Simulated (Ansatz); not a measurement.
**What uniaxial strain ε_zz = +2.40 % does to Cu3N**

Base system: Cu₃N (space group Pm-3m, No. 221; a = 3.721 Å). Axes: x, y, z lie along the cube axes.

Modification: the cell is stretched by 2.40 % along z with no lateral relaxation; the atoms relax in the strained cell.

All numbers come from plane-wave PAW DFT at the LDA level (Ansatz, a program for electronic structure, 420 eV), no spin-orbit coupling. Γ-centred 13×13×13 mesh, Fermi–Dirac width 0.05 eV.

| quantity | base | changed | shift |
|---|---|---|---|
| volume per atom | 12.88 Å³ | 13.19 Å³ | +0.31 Å³ |
| space group | Pm-3m (No. 221) | P4/mmm (No. 123) | – |
| shortest interatomic distance | 1.860 Å | 1.860 Å | 0.000 Å |
| energy relative to the base (free energy F) | 0 meV/atom | +6.7 meV/atom | +6.7 meV/atom |
| pressure (mean of the normal stresses, compression positive) | 0.0 GPa | -3.2 GPa | -3.2 GPa |
| band gap | zero | zero | – |
| valley order (the lowest conduction-band minima on the path, energy above the VBM, named in the base's zone) | – | M along [011] 0.03 eV; M along [110] 0.05 eV; Γ 1.19 eV | – |
| stress (xx, yy, zz, yz, xz, xy; compression positive) (rough) | – | (-1.5, -1.5, -6.7, 0.0, 0.0, 0.0) GPa | – |

Cost of the whole job for the changed cell (relaxation, final SCF and bands): about 40 core-seconds (a rough figure).

Without a gap, meshes like the base's 13×13×13 leave anisotropic stresses uncertain by several tenths of a GPa, and small strain energies with them. Stability against distortions was not tested. The final runs are not spin-polarised. Gaps under 0.05 eV, about the width of the smearing, are given as zero. A zero or small gap of Cu3N can be the functional's error rather than a property of the material.
